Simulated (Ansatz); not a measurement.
Defect migration in rock-salt MgO with all lengths changed by -1 %: Mg vacancy, charge state -2. All values below come from PBE, PAW (plane waves to 420 eV; Ansatz, a program for electronic structure).

Cell of 64 host sites held at the strained lattice (strain from the relaxed PBE one, atoms relaxed); a 2×2×2 k-point mesh shifted by half a step; Fermi-Dirac width 0.01 eV, spin-restricted; finite-size errors left in. Energies are static. The charge state is imposed; whether it is stable for some Fermi level was not computed. Forms of the defect that were not tried may lie lower.

Relaxed starting cell (atoms counted from 1):

```
CELL_PARAMETERS angstrom
      8.42217     0.00000     0.00000
      0.00000     8.42217     0.00000
      0.00000     0.00000     8.42217
ATOMIC_POSITIONS crystal
  Mg 0.99932 0.00014 0.50100
  Mg 0.99933 0.50016 0.00098
  Mg 0.99938 0.50018 0.50104
  Mg 0.49944 0.00015 0.00100
  Mg 0.49934 0.00013 0.50093
  Mg 0.49939 0.50011 0.00096
  Mg 0.49937 0.50014 0.50099
  O  0.26375 0.00010 0.00097
  O  0.25210 0.00012 0.50097
  O  0.25210 0.50018 0.00097
  O  0.25054 0.50014 0.50097
  O  0.73505 0.00015 0.00095
  O  0.74674 0.00015 0.50100
  O  0.74673 0.50010 0.00098
  O  0.74826 0.50012 0.50098
  Mg 0.99940 0.24333 0.24418
  Mg 0.99937 0.24319 0.75785
  Mg 0.99934 0.75703 0.24410
  Mg 0.99936 0.75714 0.75796
  Mg 0.49938 0.24841 0.24928
  Mg 0.49933 0.24844 0.75269
  Mg 0.49934 0.75187 0.24928
  Mg 0.49934 0.75184 0.75268
  O  0.24971 0.25038 0.25125
  O  0.24969 0.25039 0.75068
  O  0.24968 0.74989 0.25123
  O  0.24967 0.74988 0.75075
  O  0.74910 0.25041 0.25124
  O  0.74916 0.25044 0.75066
  O  0.74914 0.74983 0.25129
  O  0.74913 0.74984 0.75067
  Mg 0.24242 0.00013 0.24406
  Mg 0.24255 0.00015 0.75786
  Mg 0.24765 0.50014 0.24926
  Mg 0.24762 0.50017 0.75274
  Mg 0.75628 0.00016 0.24410
  Mg 0.75615 0.00014 0.75778
  Mg 0.75106 0.50015 0.24925
  Mg 0.75112 0.50012 0.75272
  O  0.99937 0.00013 0.26530
  O  0.99939 0.00016 0.73661
  O  0.99942 0.50014 0.25366
  O  0.99943 0.50014 0.74828
  O  0.49944 0.00012 0.25365
  O  0.49943 0.00014 0.74828
  O  0.49940 0.50014 0.25212
  O  0.49939 0.50014 0.74983
  Mg 0.24250 0.24322 0.00099
  Mg 0.24766 0.24843 0.50098
  Mg 0.24248 0.75702 0.00099
  Mg 0.24759 0.75186 0.50097
  Mg 0.75635 0.24319 0.00100
  Mg 0.75110 0.24847 0.50102
  Mg 0.75616 0.75701 0.00099
  Mg 0.75108 0.75182 0.50099
  O  0.99944 0.26451 0.00102
  O  0.99941 0.25281 0.50093
  O  0.99934 0.73578 0.00098
  O  0.99942 0.74747 0.50097
  O  0.49936 0.25280 0.00094
  O  0.49940 0.25127 0.50099
  O  0.49948 0.74745 0.00097
  O  0.49939 0.74901 0.50098
```
Cell charge -2.

End state 1 differs by these moves (Å; atoms that move under 0.08 Å are left out):

```csv
atom,element,Δx,Δy,Δz
1,Mg,0.00,0.06,-0.06
2,Mg,0.00,-0.06,0.06
3,Mg,0.00,-0.06,-0.06
8,O,-0.12,0.00,0.00
12,O,0.12,0.00,0.00
16,Mg,0.00,-1.99,-1.99
17,Mg,0.00,0.06,-0.06
18,Mg,0.00,-0.06,0.06
19,Mg,0.00,-0.06,-0.06
24,O,0.12,0.00,0.00
28,O,-0.12,0.00,0.00
32,Mg,0.00,0.06,0.06
36,Mg,0.00,0.06,0.06
40,O,0.00,-0.12,-0.12
41,O,0.00,-0.02,0.12
42,O,0.00,0.12,-0.02
48,Mg,0.00,0.06,0.06
52,Mg,0.00,0.06,0.06
56,O,0.00,-0.12,-0.12
57,O,0.00,-0.02,0.12
58,O,0.00,0.12,-0.02
```

Estimate the forward and backward barriers to end state 1 that PBE, PAW returns for this input.

forward 2.15 eV, backward 2.15 eV; at the saddle point atom 16 has neighbours 2 O at 1.80 Å. The saddle point's order was not checked, and it lies on a symmetry element of the cell, where a band can be held.
